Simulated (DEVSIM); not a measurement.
Structure: Au/AlN/p-Ge capacitor, at 300 K.

```
layer (left to right)  material  thickness (nm)  Na (cm⁻³)
---------------------  --------  --------------  ---------
1                           AlN            7.00          -
2                            Ge            2600     5.2e16
```

Metal gate on the left, work function 5.1 eV. Fixed charge at the semiconductor interface 3.6e10 cm⁻² (in units of +e); no interface traps.

Constants are typed, rounded textbook-type inputs, not results; the design itself was drawn at random and stands for no fabricated device. Values at 300 K.

```csv
parameter,AlN,Ge
gap (eV),6.1,0.664
affinity (eV),1.9,4
permittivity,8.5,16
Nc (cm⁻³),-,1.04e19
Nv (cm⁻³),-,6e18
```

Model (solved in DEVSIM): 1D Poisson equation in equilibrium, Boltzmann statistics, complete ionisation; no quantum confinement or tunnelling. Metal contacts follow the ideal Schottky-Mott rule: no Fermi-level pinning, no interface dipoles.

### Question
Tabulate band edges, carrier densities and field at 0.9 V on the gate.

### Answer
Energies count from the Fermi level of the right contact; mesh points crowd at the junctions.

```json
[
 {"x (μm)": "0.000", "Ec (eV)": "2.300", "Ev (eV)": "-3.800", "n (cm⁻³)": "< 1e2", "p (cm⁻³)": "< 1e2", "field (V/cm)": "94000"},
 {"x (μm)": "0.001125", "Ec (eV)": "2.311", "Ev (eV)": "-3.789", "n (cm⁻³)": "< 1e2", "p (cm⁻³)": "< 1e2", "field (V/cm)": "94000"},
 {"x (μm)": "0.003073", "Ec (eV)": "2.329", "Ev (eV)": "-3.771", "n (cm⁻³)": "< 1e2", "p (cm⁻³)": "< 1e2", "field (V/cm)": "94000"},
 {"x (μm)": "0.005248", "Ec (eV)": "2.349", "Ev (eV)": "-3.751", "n (cm⁻³)": "< 1e2", "p (cm⁻³)": "< 1e2", "field (V/cm)": "94000"},
 {"x (μm)": "0.006969", "Ec (eV)": "2.366", "Ev (eV)": "-3.734", "n (cm⁻³)": "< 1e2", "p (cm⁻³)": "< 1e2", "field (V/cm)": "82000"},
 {"x (μm)": "0.008204", "Ec (eV)": "0.272", "Ev (eV)": "-0.392", "n (cm⁻³)": "2.8e14", "p (cm⁻³)": "1.6e12", "field (V/cm)": "53000"},
 {"x (μm)": "0.01099", "Ec (eV)": "0.287", "Ev (eV)": "-0.377", "n (cm⁻³)": "1.6e14", "p (cm⁻³)": "2.8e12", "field (V/cm)": "52000"},
 {"x (μm)": "0.01960", "Ec (eV)": "0.330", "Ev (eV)": "-0.334", "n (cm⁻³)": "3.0e13", "p (cm⁻³)": "1.4e13", "field (V/cm)": "47000"},
 {"x (μm)": "0.03583", "Ec (eV)": "0.398", "Ev (eV)": "-0.266", "n (cm⁻³)": "2.2e12", "p (cm⁻³)": "2.0e14", "field (V/cm)": "37000"},
 {"x (μm)": "0.06903", "Ec (eV)": "0.490", "Ev (eV)": "-0.174", "n (cm⁻³)": "6.2e10", "p (cm⁻³)": "7.1e15", "field (V/cm)": "19000"},
 {"x (μm)": "0.1390", "Ec (eV)": "0.539", "Ev (eV)": "-0.125", "n (cm⁻³)": "9.3e9", "p (cm⁻³)": "4.7e16", "field (V/cm)": "1200"},
 {"x (μm)": "0.3736", "Ec (eV)": "0.541", "Ev (eV)": "-0.123", "n (cm⁻³)": "8.4e9", "p (cm⁻³)": "5.2e16", "field (V/cm)": "≈ 0"},
 {"x (μm)": "0.8073", "Ec (eV)": "0.541", "Ev (eV)": "-0.123", "n (cm⁻³)": "8.4e9", "p (cm⁻³)": "5.2e16", "field (V/cm)": "≈ 0"},
 {"x (μm)": "1.582", "Ec (eV)": "0.541", "Ev (eV)": "-0.123", "n (cm⁻³)": "8.4e9", "p (cm⁻³)": "5.2e16", "field (V/cm)": "≈ 0"},
 {"x (μm)": "2.237", "Ec (eV)": "0.541", "Ev (eV)": "-0.123", "n (cm⁻³)": "8.4e9", "p (cm⁻³)": "5.2e16", "field (V/cm)": "≈ 0"},
 {"x (μm)": "2.432", "Ec (eV)": "0.541", "Ev (eV)": "-0.123", "n (cm⁻³)": "8.4e9", "p (cm⁻³)": "5.2e16", "field (V/cm)": "≈ 0"},
 {"x (μm)": "2.524", "Ec (eV)": "0.541", "Ev (eV)": "-0.123", "n (cm⁻³)": "8.4e9", "p (cm⁻³)": "5.2e16", "field (V/cm)": "≈ 0"},
 {"x (μm)": "2.570", "Ec (eV)": "0.541", "Ev (eV)": "-0.123", "n (cm⁻³)": "8.4e9", "p (cm⁻³)": "5.2e16", "field (V/cm)": "≈ 0"},
 {"x (μm)": "2.594", "Ec (eV)": "0.541", "Ev (eV)": "-0.123", "n (cm⁻³)": "8.4e9", "p (cm⁻³)": "5.2e16", "field (V/cm)": "≈ 0"},
 {"x (μm)": "2.602", "Ec (eV)": "0.541", "Ev (eV)": "-0.123", "n (cm⁻³)": "8.4e9", "p (cm⁻³)": "5.2e16", "field (V/cm)": "≈ 0"},
 {"x (μm)": "2.605", "Ec (eV)": "0.541", "Ev (eV)": "-0.123", "n (cm⁻³)": "8.4e9", "p (cm⁻³)": "5.2e16", "field (V/cm)": "≈ 0"},
 {"x (μm)": "2.607", "Ec (eV)": "0.541", "Ev (eV)": "-0.123", "n (cm⁻³)": "8.4e9", "p (cm⁻³)": "5.2e16", "field (V/cm)": "≈ 0"}
]
```
